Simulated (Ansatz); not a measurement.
Consider W$_{2}$N in the anti-CdI2 type structure (space group P-3m1, No. 164; a = 2.803 Å, c = 5.299 Å; a hypothetical phase, not in the database extracts checked; relaxed with 0.1 eV smearing). Axes: x lies along a and z along c of the hexagonal cell.

Level of theory: PBEsol, PAW, 420 eV (Ansatz, a quantum-chemistry and plane-wave program; no spin-orbit coupling).

Strains are applied to the cell and any free atomic positions relax; under stress the whole cell relaxes.

One change was made to it. Results:

```tsv
quantity	base	after
energy relative to the base (free energy F)	0 meV/atom	+0.1 meV/atom
shortest interatomic distance	2.157 Å	2.159 Å
```

**Question.** Name the change that was made.
(A) uniaxial stress, 1 GPa tension along z
(B) uniaxial stress, 5 GPa compression along z
(C) uniaxial strain ε_zz = +1.59 %

**Answer.** A, uniaxial stress, 1 GPa tension along z. For comparison, the energy relative to the base in the other runs: uniaxial stress, 5 GPa compression along z gives +4.4 meV/atom; uniaxial strain ε_zz = +1.59 % gives +4.4 meV/atom.

Stability under load was not tested beyond the relaxation. The final runs are not spin-polarised. An odd electron count without spin: W2N.
